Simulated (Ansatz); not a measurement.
Amorphous Sb24O36, 60 atoms at 4.48 g/cm³, one PBE-relaxed geometry, zone centre. Methods: PBE, scalar-relativistic without spin-orbit coupling (Ansatz, an electronic-structure program); r2SCAN, scalar-relativistic without spin-orbit coupling (Ansatz); HSE06, scalar-relativistic without spin-orbit coupling (Ansatz). Plane waves to 420 eV (r2SCAN 500 eV); exact exchange is cut at the cell's faces. All rungs ran without spin polarisation.

Preparation: random packing, a CHGNet melt and quench, and a DFT relaxation. O atoms were pushed apart under 1.9 Å during the dynamics, to hinder bonds among them. The hot cell started wider than the set density and was brought back towards it in steps. It is the lowest in DFT energy of 2 quenches. It is a model cell: composition and starting density were chosen by hand, and all elements were melted together. No dispersion term was used. Its density started from a set value of 5.66 and ended at 4.48 g/cm³. The quench (nominally 210 K/ps over its main leg) was far faster than any real one, so the model tends to hold more defects than a real film. A cell of this size samples the disorder only roughly. Volume and shape were free in the relaxation.

The relaxation ran on the zone centre alone. At PBE the gap is 2.39 eV on a 2×2×2 Γ-centred mesh, and the spacing at the zone centre alone 2.49 eV.

Q: What zone-centre spacing does r2SCAN give, roughly?

A: 2.81 eV (+0.32 eV against PBE).

Q: What zone-centre spacing does HSE06 give, roughly?

A: 3.45 eV (+0.96 eV against PBE).

The highest filled and the lowest empty state spread over these numbers of atoms (participation numbers): PBE: 8.3 and 19.0; r2SCAN: 8.1 and 18.3; HSE06: 8.4 and 18.1.
